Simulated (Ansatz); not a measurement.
Consider the following.

End structure of a constructed model of the (110) surface of bcc Nb, a pseudomorphic layer of Ir in the host's stacking (bottom of the slab: a bare face, its two planes held):

```xyz
7
Lattice="2.8673 0.0000 0.0000 -0.9558 2.7033 0.0000 0.0000 0.0000 30.5000" Properties=species:S:1:pos:R:3 pbc="T T T"
Nb     0.9558     1.3517     8.0454
Nb     0.0000     0.0000    10.3866
Nb     0.9558     1.3517    12.7282
Nb     0.0000     0.0000    15.0746
Nb     0.9558     1.3517    17.4104
Nb     0.0000     0.0000    19.7658
Ir     0.9558     1.3517    21.7656
```

Slab: 7 atoms, 14.4 Å thick at the start; k 14x14x1, smearing 0.1 eV, dipole-corrected; 2 atoms held, the rest relaxed; symmetry of the start imposed; no spin, no spin-orbit, no U. It is one candidate, not shown to be the stable structure of the face.

**Question.** Predict the work function of the top face from PBE (Ansatz, a first-principles code).

**Answer.** 4.72 eV
